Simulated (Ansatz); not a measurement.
Data:

```xyz
2
Lattice="3.9112 0.0000 0.0000 0.0000 3.9112 0.0000 1.9556 -1.9556 2.7037" Properties=species:S:1:pos:R:3 pbc="T T T"
Mg     0.0000     0.0000     0.0000
Se     3.9112     0.0000     2.7037
```

No spin polarisation.

All numbers come from PBEsol, PAW, 420 eV (Ansatz, a program for electronic structure; no SOC). Γ-centred 10×10×10 mesh, Fermi–Dirac width 0.05 eV.

Predict the in-plane stress, band gap and valence-band top at Γ.


* **Mean in-plane stress (compression positive)**: -1.9 GPa
* **Band gap**: 1.64 eV
* **Valence-band top at Γ (three highest levels, from the VBM)**: 0.00, 0.00, -0.12 eV

The cells carry an imposed strain or load. Whether these cells are dynamically stable was not tested. The cell was made from MgSe in the rock salt structure (space group Fm-3m, No. 225) by this change: biaxial strain +1.50 %, plane normal [001], relaxed out of plane.
